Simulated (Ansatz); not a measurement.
## Hypothetical rock salt ZrSi under a change: strain tensor (xx, yy, zz, yz, xz, xy) = (+0.82, +1.25, −0.84, +0.22, +0.26, −1.17) %

Start from ZrSi in the rock salt structure (space group Fm-3m, No. 225; a = 5.342 Å; a hypothetical phase, not in the database extracts checked; relaxed with 0.1 eV smearing). Axes: x, y, z lie along the cube axes.

One thing is altered: strain tensor (xx, yy, zz, yz, xz, xy) = (+0.82, +1.25, −0.84, +0.22, +0.26, −1.17) %, atoms relaxed at fixed cell.

Level of theory: Ansatz (a first-principles code) PBEsol, spin-orbit coupling left out, earlier PAW set. Γ-centred 19×19×19 mesh, Fermi–Dirac width 0.1 eV.

```tsv
quantity	base	changed	shift
volume per atom	19.06 Å³	19.29 Å³	+0.23 Å³
energy relative to the base (free energy F)	0 meV/atom	+5.3 meV/atom	+5.3 meV/atom
pressure (mean of the normal stresses, compression positive)	0.0 GPa	-1.3 GPa	-1.3 GPa
band gap	zero	zero	–
stress (xx, yy, zz, yz, xz, xy; compression positive)	–	(-2.4, -3.3, 1.7, -0.1, -0.1, 0.5) GPa	–
```

Final structure:

```yaml
crystal:
  lattice:
    - [-0.02431, 2.71027, 2.65444]
    - [2.69985, -0.02538, 2.65551]
    - [2.66192, 2.67340, 0.01255]
  atoms:
    - { symbol: Si, position: [0.00000, 0.00000, 0.00000] }
    - { symbol: Zr, position: [0.50000, 0.50000, 0.50000] }
```

Cost of the whole job for the changed cell (relaxation, final SCF and bands): around 100 core-seconds (rough).

Whether these cells are dynamically stable was not tested. All final runs are without spin polarisation.
